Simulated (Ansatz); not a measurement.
We consider SrAlO2F (model structure, started from the SrVO2H type, P4/mmm, No. 123, 5 atoms in the cell), described by PBEsol (Ansatz, a quantum-chemistry and plane-wave program, plane waves, PAW).

Input:

Ansatz 0.2 input:
```yaml
crystal:
  lattice:
    - [3.775974014, 0.0, 0.0]
    - [0.0, 3.775974014, 0.0]
    - [0.0, 0.0, 3.8125568899]
  atoms:
    - { symbol: Sr, position: [0.5, 0.5, 0.5] }
    - { symbol: Al, position: [0.0, 0.0, 0.0] }
    - { symbol: O, position: [0.5, 0.0, 0.0] }
    - { symbol: O, position: [0.0, 0.5, 0.0] }
    - { symbol: F, position: [0.0, 0.0, 0.5] }
basis:
  ecutwfc: 520
  ecutrho_ratio: 4
  xc_grid: 2
kpoints:
  mp_grid: { grid: [10, 10, 10] }
  band_path:
    path:
      - [0.0, 0.0, 0.0]
      - [0.0, 0.0625, 0.0]
      - [0.0, 0.125, 0.0]
      - [0.0, 0.1875, 0.0]
      - [0.0, 0.25, 0.0]
      - [0.0, 0.3125, 0.0]
      - [0.0, 0.375, 0.0]
      - [0.0, 0.4375, 0.0]
      - [0.0, 0.5, 0.0]
      - [0.0625, 0.5, 0.0]
      - [0.125, 0.5, 0.0]
      - [0.1875, 0.5, 0.0]
      - [0.25, 0.5, 0.0]
      - [0.3125, 0.5, 0.0]
      - [0.375, 0.5, 0.0]
      - [0.4375, 0.5, 0.0]
      - [0.5, 0.5, 0.0]
      - [0.458333, 0.458333, 0.0]
      - [0.416667, 0.416667, 0.0]
      - [0.375, 0.375, 0.0]
      - [0.333333, 0.333333, 0.0]
      - [0.291667, 0.291667, 0.0]
      - [0.25, 0.25, 0.0]
      - [0.208333, 0.208333, 0.0]
      - [0.166667, 0.166667, 0.0]
      - [0.125, 0.125, 0.0]
      - [0.083333, 0.083333, 0.0]
      - [0.041667, 0.041667, 0.0]
      - [0.0, 0.0, 0.0625]
      - [0.0, 0.0, 0.125]
      - [0.0, 0.0, 0.1875]
      - [0.0, 0.0, 0.25]
      - [0.0, 0.0, 0.3125]
      - [0.0, 0.0, 0.375]
      - [0.0, 0.0, 0.4375]
      - [0.0, 0.0, 0.5]
      - [0.0, 0.0625, 0.5]
      - [0.0, 0.125, 0.5]
      - [0.0, 0.1875, 0.5]
      - [0.0, 0.25, 0.5]
      - [0.0, 0.3125, 0.5]
      - [0.0, 0.375, 0.5]
      - [0.0, 0.4375, 0.5]
      - [0.0, 0.5, 0.5]
      - [0.0625, 0.5, 0.5]
      - [0.125, 0.5, 0.5]
      - [0.1875, 0.5, 0.5]
      - [0.25, 0.5, 0.5]
      - [0.3125, 0.5, 0.5]
      - [0.375, 0.5, 0.5]
      - [0.4375, 0.5, 0.5]
      - [0.5, 0.5, 0.5]
      - [0.458333, 0.458333, 0.5]
      - [0.416667, 0.416667, 0.5]
      - [0.375, 0.375, 0.5]
      - [0.333333, 0.333333, 0.5]
      - [0.291667, 0.291667, 0.5]
      - [0.25, 0.25, 0.5]
      - [0.208333, 0.208333, 0.5]
      - [0.166667, 0.166667, 0.5]
      - [0.125, 0.125, 0.5]
      - [0.083333, 0.083333, 0.5]
      - [0.041667, 0.041667, 0.5]
      - [0.0, 0.5, 0.0625]
      - [0.0, 0.5, 0.125]
      - [0.0, 0.5, 0.1875]
      - [0.0, 0.5, 0.25]
      - [0.0, 0.5, 0.3125]
      - [0.0, 0.5, 0.375]
      - [0.0, 0.5, 0.4375]
      - [0.5, 0.5, 0.0625]
      - [0.5, 0.5, 0.125]
      - [0.5, 0.5, 0.1875]
      - [0.5, 0.5, 0.25]
      - [0.5, 0.5, 0.3125]
      - [0.5, 0.5, 0.375]
      - [0.5, 0.5, 0.4375]
    npoints: 1
hamiltonian:
  xc: pbesol
  dispersion: none
  pseudopotentials: { kind: paw }
scf:
  occupations: { method: fermi_dirac, width: 0.01 }
  convergence: { dr2_threshold: 0.0000000005 }
output:
  forces: true
  stress: true
  eigenvalues: true
  write_bands: true
```

From the output:

```
Crystal: 5 atoms, lattice volume = 54.359 Å³
Basis set: ecut = 520 eV, 1427 PW (Γ), exchange–correlation on 60×60×60 points (8 copies of the dense FFT grid, shifted against one another)
Bands: 21, of which v1, the nominal top of the filled ones, is band 16 counted from 1 (15 counted from 0)
Symmetry: 16 space group operations
Space group: P4/mmm (ITA 123), of the structure as read, at distance tolerance 3.8e-5 Å
k-points: 126 of 1000
Functional: x = pbesol(κ = 0.804, μ = 0.12345679012345678), c = pbesol(β = 0.046)
SCF iter   1: F=—  HF=-5947.104385 eV  |F-HF|=—  |Δ(HF+E_count)|=         —  Δρ=1.39e-2  dr2=7.82e-2
SCF iter   2: F=—  HF=-5947.080152 eV  |F-HF|=—  |Δ(HF+E_count)|=   2.42e-2  Δρ=2.43e-3  dr2=2.21e-3
  ...
SCF iter   7: F=—  HF=-5947.080078 eV  |F-HF|=—  |Δ(HF+E_count)|=   9.87e-9  Δρ=3.95e-6  dr2=6.50e-9
SCF iter   8: F=-5947.080078 eV  HF=-5947.080078 eV  |F-HF|=3.37e-11  |Δ(HF+E_count)|=   2.47e-9  Δρ=4.91e-7  dr2=2.03e-10
SCF 1 converged in 8 iterations: F = -5947.080078 eV  dr2 = 2.03e-10
SCF converged after 8 iterations
Free energy (F): -5947.080078 eV
Internal energy: -5947.080078 eV  (E = F + TS)
E sigma→0 (E₀):  -5947.080078 eV
Fermi energy:    11.836025 eV
--- Forces (eV/Å), atoms counted from 1 ---
  atom   1  Sr     0.00000000     0.00000000     0.00000000
  atom   2  Al    -0.00000000     0.00000000     0.00000000
  atom   3  O      0.00000000    -0.00000000     0.00000000
  atom   4  O      0.00000000     0.00000000     0.00000000
  atom   5  F     -0.00000000     0.00000000     0.00000000
--- Stress (GPa, compression-positive) ---
        0.007771       0.000000       0.000000
        0.000000       0.007771       0.000000
        0.000000       0.000000       0.004768
  P = ⅓ Tr σ = 0.0068 GPa (0.068 kbar)
```

The PAW data were made under PBE.

Note: the relaxation could raise the start's symmetry but not lower it, so the cell can be a saddle point.

A model structure was made by putting elements into a prototype or built by hand; it is no filed structure, need not be a known phase, and can be a saddle point held by its symmetry.
